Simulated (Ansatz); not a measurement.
Rutile IrO2: PBE at its full settings (plane-wave cutoff 520 eV, 12×12×18 k mesh (along the axes of the cell as run), Fermi–Dirac smearing 0.05 eV, no spin polarisation, scalar-relativistic PAW data made under PBE) and at cheaper ones, in a cell of 6 atoms with Γ-centred meshes.

```csv
level and setting,equilibrium lattice constant a (Å),c axis length (Å),bulk modulus (GPa)
PBE (Ansatz),4.529,3.180,262
PBE (200 eV cutoff) (Ansatz),4.522,3.251,464
PBE (250 eV cutoff) (Ansatz),4.511,3.150,313
PBE (300 eV cutoff) (Ansatz),4.517,3.173,266
PBE (Γ point alone) (Ansatz),4.509,3.015,304
PBE (2×2×2 k mesh) (Ansatz),4.517,3.167,265
PBE (4×4×4 k mesh) (Ansatz),4.530,3.179,262
PBE (6×6×6 k mesh) (Ansatz),4.529,3.180,262
PBE (Fermi-Dirac smearing of 0.3 eV) (Ansatz),4.541,3.181,253
```

Largest shifts from the full settings: lattice constant a -0.44 % (PBE (Γ point alone)), against a difference of +0.53 % of the full result from the reference 4.505 Å (measured, room temperature, no zero-point or thermal correction; as tabulated in Hiroi (2015), arXiv:1503.02262); lattice parameter c -5.19 % (PBE (Γ point alone)), against a difference of +0.66 % of the full result from the reference 3.159 Å (measured, room temperature, not corrected to a static lattice; as tabulated in Hiroi (2015), arXiv:1503.02262); bulk modulus +77 % (PBE (200 eV cutoff)).

The full settings aren't shown to be converged themselves.

Ansatz's density-functional and Hartree–Fock values are scalar-relativistic unless marked +SOC, with PAW data made under PBE.

Run with cheap settings on purpose, which may leave them unconverged: PBE (200 eV cutoff), PBE (250 eV cutoff), PBE (2×2×2 k mesh), PBE (300 eV cutoff), PBE (4×4×4 k mesh), PBE (6×6×6 k mesh), PBE (Fermi-Dirac smearing of 0.3 eV), PBE (Γ point alone).

Ansatz is a quantum-chemistry and plane-wave program.
